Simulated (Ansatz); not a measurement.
## A short convergence ladder for TaTi (Cmmm, 2 atoms in the cell)

```yaml
crystal:
  lattice:
    - [1.62471, -2.28601, 0.00000]
    - [1.62471, 2.28601, 0.00000]
    - [0.00000, 0.00000, 4.66071]
  atoms:
    - { symbol: Ti, position: [0.50000, 0.50000, 0.50000] }
    - { symbol: Ta, position: [0.00000, 0.00000, 0.00000] }
```

Base method: LDA (PW92), default PAW files made with PBE (plane waves; Ansatz, an electronic-structure program).

Base settings: basis.ecutwfc = 30.9 Ry; kpoints.mp_grid.grid = 12 12 7; hamiltonian.xc = lda; hamiltonian.pseudopotentials = {kind: paw} (the program's default PAW files); scf.occupations.method = fermi_dirac; scf.occupations.width = 0.0073 Ry.

**Zone-centre phonons against the cutoff**

In this ladder: phonons.method = dfpt.

The mesh stays at the base's, so the ladder's end is converged at best in this setting alone.

Frequencies are those of the unrelaxed cell, without the LO-TO term of polar crystals.

Only quantities that move along the ladder and can be compared are tabulated.

| basis.ecutwfc | highest zone-centre frequency (cm⁻¹) |
|---|---|
| 15.4 Ry | 161.3 |
| 18.4 Ry | 170.3 |
| 21.7 Ry | 165.2 |
| 26.1 Ry | 165.1 |
| 30.9 Ry | 165.2 |
| 37.1 Ry | 165.2 |
| 46.3 Ry | 165.2 |

Coarsest basis.ecutwfc that holds the highest zone-centre frequency within 2 cm⁻¹ of the last step, with all finer ones: 21.7 Ry; the step before is off by 5.1 cm⁻¹.

On the base run: the starting cell comes from a database of computed structures (which also holds hypothetical and non-ambient phases and stackings), without a prior relaxation at this level. Its lattice was rescaled by up to half a per cent. Spin polarisation is off. In the base run, with a pressure of about -7 GPa the cell is away from its equilibrium volume at this level.

Keys are those of Ansatz 0.2.
